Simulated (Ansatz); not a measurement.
Cubic perovskite CsSnI3 (cubic high-temperature phase)

Level of theory: PBE0 in Ansatz (plane waves, PAW).

Run with plane-wave cutoff 500 eV, 4×4×4 k mesh, gaussian smearing 0.02 eV, scalar-relativistic PAW data made under PBE.

Cell: relaxed with r²SCAN: a = b = c = 6.2223 Å, α = β = γ = 90.00°.

- band gap: 1.25 eV (on the SCF k mesh)

Note: held by symmetry at 0 K, a high-temperature phase can be a saddle point; cell and atoms aren't relaxed at this level (pressure 0.3 GPa).

Spin–orbit coupling is not included; with these elements it can move the gap by several tenths of an eV or more.

The computed numbers hold no vibrational or temperature effects.

Ansatz is a first-principles code.
